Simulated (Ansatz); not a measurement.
MgO (model structure, started from the CsCl type, Pm-3m, No. 221, 2 atoms in the cell; like a known high-pressure phase) was calculated with PBE0 in Ansatz (plane waves, PAW).

Numerical settings: plane-wave cutoff 460 eV, 10×10×10 k mesh, Fermi–Dirac smearing 0.01 eV, scalar-relativistic PAW data made under PBE.

Cell (relaxed with PBEsol):

```
CELL_PARAMETERS angstrom
      2.63342     0.00000     0.00000
      0.00000     2.63342     0.00000
      0.00000     0.00000     2.63342
ATOMIC_POSITIONS crystal
  Mg 0.00000 0.00000 0.00000
  O  0.50000 0.50000 0.50000
```

### Question
Estimate the band gap and smallest direct gap on the k points sampled that the calculation returns.

### Answer

- band gap = 4.81 eV (on the SCF k mesh) (indirect)
- smallest direct gap on the k points sampled = 5.88 eV

Note: cell and atoms aren't relaxed at this level (pressure -2.3 GPa).

A model structure was made by putting elements into a prototype or built by hand; it is no filed structure, need not be a known phase, and can be a saddle point held by its symmetry.

Ansatz is a program for electronic structure.
